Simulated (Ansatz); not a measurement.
Start from HfO$_{2}$ (space group P2_1/c, No. 14).

```xyz
12
Lattice="5.1141 0.0000 0.0000 0.0000 5.1816 0.0000 -0.8711 0.0000 5.2231" Properties=species:S:1:pos:R:3 pbc="T T T"
Hf     1.2312     0.2168     1.0876
Hf     3.4473     2.8076     1.5240
Hf     3.0117     4.9647     4.1356
Hf     0.7956     2.3740     3.6991
O      0.0586     1.7295     1.7968
O      4.6199     4.3203     0.8147
O      4.1843     3.4521     3.4263
O     -0.3770     0.8613     4.4084
O      1.8740     3.9259     2.4993
O      2.8044     1.3351     0.1122
O      2.3689     1.2557     2.7238
O      1.4385     3.8465     5.1109
```

Cartesian axes are those of the cell as printed.

All numbers come from plane-wave PAW DFT at the r2SCAN level (Ansatz, a quantum-chemistry and plane-wave program, 500 eV), no SOC.

Strains are applied to the cell and any free atomic positions relax; under biaxial strain the out-of-plane vector relaxes too.

One change was made to it. Results:

The energy goes up by 16 meV/atom; the band gap drops by 0.15 eV, from 4.59 eV to 4.44 eV; the valence-band top at Γ (three highest levels, from the VBM) becomes 0.00, -0.10, -0.64 eV (base: 0.00, -0.21, -0.52 eV); the pressure (mean of the normal stresses, compression positive) goes from zero to 1.28 GPa.

Q: What was done to the base?
A. biaxial strain −0.62 %, plane normal [001], relaxed out of plane
B. tensor shear ε_xz = −3.28 %
C. uniaxial strain ε_yy = −2.71 %

A: B, tensor shear ε_xz = −3.28 %. For comparison, the band gap in the other runs: uniaxial strain ε_yy = −2.71 % gives 4.67 eV; biaxial strain −0.62 %, plane normal [001], relaxed out of plane gives 4.62 eV.

With Hf present, leaving out spin-orbit coupling can change the band edges. No phonon test of stability was made.
